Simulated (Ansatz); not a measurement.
V_Si in 4H silicon carbide: one set of geometries, relaxed with PBE, evaluated in Ansatz (PAW, plane waves to 420 eV, 500 eV under r2SCAN) with PBE, r2SCAN.

Details: 96-site cell; 2×2×2 shifted k-points; start: the Si(k) site; charged states image-corrected; corrections pass 1 eV, so highly charged states may be off by several tenths; flagged in the runs: a host whose relaxation on this sampling wasn't shown to rest.

| quantity | PBE | r2SCAN |
|---|---|---|
| host gap (eV) | 2.23 | … |
| ε(0/−1) above the VBM (eV) | 0.64 | … |
| ε(−1/−2) above the VBM (eV) | 1.63 | … |
| ε(−2/−3) above the VBM (eV) | 2.07 | … |
| neutral formation energy against silicon (eV) | 7.67 | … |
| largest moment on one atom at charge 0 (μB) | 0.35 | … |
| largest moment on one atom at charge −1 (μB) | 0.32 | … |
| largest moment on one atom at charge −2 (μB) | 0.30 | … |
| largest moment on one atom at charge −3 (μB) | 0.18 | … |

Q: Given the lower rungs, what does r2SCAN give?

A: 
- host gap (eV), r2SCAN: 2.59
- ε(0/−1) above the VBM (eV), r2SCAN: 0.85
- ε(−1/−2) above the VBM (eV), r2SCAN: 1.97
- ε(−2/−3) above the VBM (eV), r2SCAN: 2.31
- neutral formation energy against silicon (eV), r2SCAN: 7.63
- largest moment on one atom at charge 0 (μB), r2SCAN: 0.41
- largest moment on one atom at charge −1 (μB), r2SCAN: 0.35
- largest moment on one atom at charge −2 (μB), r2SCAN: 0.36
- largest moment on one atom at charge −3 (μB), r2SCAN: 0.21

Ansatz is a program for electronic structure.
